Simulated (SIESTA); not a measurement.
# Short convergence ladders for a (111) slab of NbH2 (cut from a parent of space group no. 225; 6 atoms in the cell)

```
NbH2
1.0
    3.24701     0.00000     0.00000
    1.62350     2.81199     0.00000
    0.00000     0.00000    17.97678
H Nb
4 2
Cartesian
  1.62350   0.93733   7.00000
  0.00000   0.00000   8.32561
  3.24701   1.87466   9.65118
  1.62350   0.93733  10.97678
  3.24701   1.87466   7.66278
  3.24701   0.00000  10.31400
```

Base method: GGA PBEsol, numerical atomic orbitals DZP, PseudoDojo PBEsol standard norm-conserving potentials (rewritten from UPF to PSML) in SIESTA.

Base settings: XC.functional = GGA; XC.authors = PBEsol; potentials = PseudoDojo PBEsol standard; PAO.BasisSize = DZP; PAO.EnergyShift = 0.005 Ry; MeshCutoff = 400 Ry; kgrid.MonkhorstPack = 5 5 1; OccupationFunction = MP; OccupationMPOrder = 0; ElectronicTemperature = 0.1 eV.

**The vacuum**

The mesh stays at the base's, so the ladder's end is converged at best in this setting alone.

Only quantities that move along the ladder and can be compared are tabulated; forces are left out, as grid noise moves with the cell.

| vacuum between outermost atoms (Å) | free energy less the last step's (meV/atom) |
|---|---|
| 3.0 | -25.42 |
| 5.0 | -4.39 |
| 7.0 | 0.00 |
| 14.0 | 0.02 |
| 30.0 | 0.00 |

Smallest vacuum between outermost atoms (Å) that holds the free energy within 5 meV/atom of the last step, with all finer ones: 5.0; the step before is off by 25 meV/atom.

**The k-point mesh**

Only quantities that move along the ladder and can be compared are tabulated.

| kgrid.MonkhorstPack | free energy less the last step's (meV/atom) | largest difference of a force vector from the last step's (eV/Å) |
|---|---|---|
| 2 2 1 | 5.13 | 0.668 |
| 4 4 1 | 2.76 | 0.436 |
| 5 5 1 | 4.91 | 0.037 |
| 7 7 1 | -0.87 | 0.085 |
| 30 30 1 | 0.00 | 0.000 |

Coarsest kgrid.MonkhorstPack that holds the forces within 0.02 eV/Å: not settled: the last two steps still differ by 0.085 eV/Å, over half the tolerance, so the ladder does not show it.

Coarsest kgrid.MonkhorstPack that holds the free energy within 2 meV/atom of the last step, with all finer ones: 7 7 1; the step before is off by 4.9 meV/atom.

On the base run: the starting cell comes from a database of computed structures (which also holds hypothetical and non-ambient phases and stackings), without a prior relaxation at this level. The slab is cut from that crystal, and its faces are unrelaxed. Its lattice was rescaled by up to half a per cent. Spin polarisation is off. Values carry the incompleteness of an atom-centred basis. In the base run, forces exceed 1 eV/Å. Without a gap this mesh is coarse (it stands for a supercell whose shortest in-plane vector is 16 Å).
